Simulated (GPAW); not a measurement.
# A short convergence ladder for HfCd (P4/nmm, 4 atoms in the cell)

```
CELL_PARAMETERS angstrom
      3.03202     0.00000     0.00000
      0.00000     3.03202     0.00000
      0.00000     0.00000     9.11665
ATOMIC_POSITIONS crystal
  Hf 0.00000 0.50000 0.88164
  Hf 0.50000 0.00000 0.11836
  Cd 0.00000 0.50000 0.37747
  Cd 0.50000 0.00000 0.62253
```

Base method: LDA (Perdew-Wang 92), GPAW PAW datasets LDA (gpaw-data 1.0.1) (plane waves; GPAW).

Base settings: mode = pw; ecut = 550 eV; xc = LDA; kpts = 5 5 2; mesh shift (steps) = 0 0 0; occupations.name = fermi-dirac; occupations.width = 0.1 eV; nbands = -10; convergence.forces = 0.001 eV/Å; symmetry.symmorphic = false.

**The force threshold of a relaxation**

On HfCd (P4mm, 4 atoms in the cell): one atom moved by 0.15 angstrom.

In this ladder: convergence.density = 1e-05 e/electron; optimizer = BFGS.

The mesh stays at the base's, so the ladder's end is converged at best in this setting alone.

Only quantities that move along the ladder and can be compared are tabulated.

```tsv
fmax	free energy less the last step's (meV/atom)	largest force left (eV/Å)	relaxation steps
0.2 eV/Å	1.29	0.1677	3
0.1 eV/Å	0.21	0.0995	6
0.05 eV/Å	0.03	0.0332	7
0.03 eV/Å	0.00	0.0061	8
0.02 eV/Å	0.00	0.0061	8
0.01 eV/Å	0.00	0.0061	8
0.005 eV/Å	0.00	0.0042	9
0.002 eV/Å	0.00	0.0011	12
0.001 eV/Å	0.00	0.0003	13
```

Coarsest fmax that holds the free energy within 0.1 meV/atom of the last step, with all finer ones: 0.05 eV/Å; the step before is off by 0.21 meV/atom.

Coarsest fmax that holds the largest force left within 0.02 eV/Å of the last step, with all finer ones: 0.03 eV/Å; the step before is off by 0.033 eV/Å.

On the base run: the starting cell comes from a database of computed structures (which also holds hypothetical and non-ambient phases and stackings), without a prior relaxation at this level. Its lattice was rescaled by up to half a per cent. In the base run, with a pressure of about -5 GPa the cell is away from its equilibrium volume at this level. Without a gap this mesh is coarse (it stands for a supercell whose shortest vector is 15 Å).
